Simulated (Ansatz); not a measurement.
Base system: Ir in the fcc (Cu type) structure (space group Fm-3m, No. 225; a = 3.8708 Å).

The values are results of PBE, PAW, 420 eV (Ansatz, a quantum-chemistry and plane-wave program; without spin-orbit coupling), not measurements.

For the base:

- Lattice parameter a: 3.871 Å

Perturbation: a hydrostatic pressure of 15 GPa.

Q: What does the calculation give for the lattice parameter a after the change?

A: The lattice parameter a drops by 0.050 Å to 3.821 Å.

Load acts through the strain it causes; cell and atoms are relaxed under it. No phonon test of stability was made. Competing high-pressure phases were not computed. The final runs are not spin-polarised.
